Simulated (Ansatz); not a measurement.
This Ansatz (a quantum-chemistry and plane-wave program) input is the reference run, InAs in the zinc blende structure (space group F-43m, No. 216), computed with DFT with PBEsol, PAW potentials and a 420 eV plane-wave cutoff in Ansatz, no SOC:

Ansatz 0.2 input:
```yaml
crystal:
  lattice:
    - [0, 3.0436370457, 3.0436370457]
    - [3.0436370457, 0, 3.0436370457]
    - [3.0436370457, 3.0436370457, 0]
  atoms:
    - { symbol: In, position: [0, 0, 0] }
    - { symbol: As, position: [0.25, 0.25, 0.25] }
basis: { ecutwfc: 420, ecutrho_ratio: 4, xc_grid: 2, fft_grid_basis: typed }
kpoints: { mp_grid: { grid: [9, 9, 9] } }
hamiltonian:
  xc: pbesol
  dispersion: none
  pseudopotentials: { kind: paw }
scf: { occupations: { method: fermi_dirac, width: 0.05 }, convergence: { dr2_threshold: 0.0000000002 } }
output: { forces: true, stress: true }
checkpoint: { write: state.ck, write_every: 1000 }
```

### Question
Write the input for this change: every lattice vector is stretched by 0.50 %, atoms relaxed at fixed cell.

### Answer
Ansatz 0.2 input:
```yaml
crystal:
  lattice:
    - [0, 3.0588552309, 3.0588552309]
    - [3.0588552309, 0, 3.0588552309]
    - [3.0588552309, 3.0588552309, 0]
  atoms:
    - { symbol: In, position: [0, 0, 0] }
    - { symbol: As, position: [0.25, 0.25, 0.25] }
basis: { ecutwfc: 420, ecutrho_ratio: 4, xc_grid: 2, fft_grid_basis: typed }
kpoints: { mp_grid: { grid: [9, 9, 9] } }
hamiltonian:
  xc: pbesol
  dispersion: none
  pseudopotentials: { kind: paw }
scf: { occupations: { method: fermi_dirac, width: 0.05 }, convergence: { dr2_threshold: 0.0000000002 } }
relax: { f_tol: 0.005, max_steps: 50 }
output: { forces: true, stress: true }
checkpoint: { write: state.ck, write_every: 1000 }
```
This is the input that was run.

The cells carry an imposed strain or load. No phonon test of stability was made. The final runs are not spin-polarised.
